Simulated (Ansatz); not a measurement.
## Effective masses and thermopower of PbI₂ under load (space group P-3m1)

Here is the system:

```yaml
crystal:
  lattice:
    - [4.71333, 0.00000, 0.00000]
    - [-2.35667, 4.08187, 0.00000]
    - [0.00000, 0.00000, 5.85831]
  atoms:
    - { symbol: Pb, position: [0.00000, 0.00000, 0.00000] }
    - { symbol: I, position: [0.66667, 0.33333, 0.71740] }
    - { symbol: I, position: [0.33333, 0.66667, 0.28260] }
```

All values below come from PBEsol+D3BJ with spin-orbit coupling, rigid bands (plane waves, PAW; Ansatz, a program for electronic structure). Condition of this run: uniaxial stress zz = 2 GPa (compression positive) (the target of the relaxation). How the cell was made: cell and atoms relaxed with PBEsol+d3bj, then loaded as said.

```json
{
 "band_gap": "0.68 eV",
 "electron conductivity mass (300 K, dilute)": "0.183 (x), 0.183 (y), 1.34 (z) mₑ",
 "hole conductivity mass (300 K, dilute)": "0.54 (x), 0.54 (y), 0.35 (z) mₑ",
 "effective density of states N_c (300 K)": "4.8e18 cm⁻³",
 "effective density of states N_v (300 K)": "1.4e19 cm⁻³",
 "density_of_states_mass_electrons": "0.33 mₑ",
 "density_of_states_mass_holes": "0.68 mₑ",
 "Seebeck coefficient, n-type 1e19 cm⁻³, 300 K": "-167 μV/K",
 "best n-type power factor at 300 K for τ = 10 fs (best axis; densities from 1e16 to 1e21 cm⁻³ tried, whether or not they can be reached)": "4.2 μW/(cm·K²) at 3e19 cm⁻³",
 "Seebeck coefficient, p-type 1e19 cm⁻³, 300 K": "254 μV/K"
}
```

Rigid bands; masses and Seebeck coefficients take one relaxation time τ for all states and one kind of carrier; polarons and phonon drag are left out. Geometry: cell and atoms relaxed with PBEsol+D3(BJ).

PBEsol with a dispersion correction tends to overbind, so the cell can be several per cent short, in bad cases over ten, which usually narrows a gap: PbI2 under load (space group P-3m1).
